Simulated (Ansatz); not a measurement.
## Yb, element substitutions

Take Yb in the fcc (Cu type) structure (space group Fm-3m, No. 225; a = 5.067 Å) as the base.

Each row replaces one element on all its sites; cell and atoms are relaxed.

All numbers come from PBEsol in Ansatz (plane waves to 420 eV, PAW, without spin-orbit coupling), earlier PAW set.

| change | shortest interatomic distance | density |
|---|---|---|
| base | 3.583 Å | 8.84 g/cm³ |
| Yb → Y | 3.519 Å | 4.79 g/cm³ |
| Yb → Tm | 3.549 Å | 8.88 g/cm³ |
| Yb → Hf | 3.124 Å | 13.74 g/cm³ |
| Yb → Ca | 3.857 Å | 1.64 g/cm³ |

The magnetic state is the one reached from the starting moments; the real material's order can differ, and small cells can't hold many antiferromagnetic ones. The 4f electrons are in the valence with no U and their state was not checked, so volumes and moments can be off. Stability against distortions was not tested. For Tm in this form, whether it has been made was not checked. Starting moments died away, wholly or in part, for the base; another magnetic solution may exist. Spin-polarised in the final run: Tm; the other runs are not. This is not the structure that Y has at room temperature and ambient pressure. This is not the structure that Tm has at room temperature and ambient pressure. This is not the structure that Hf has at room temperature and ambient pressure.

Ansatz is a program for electronic structure.
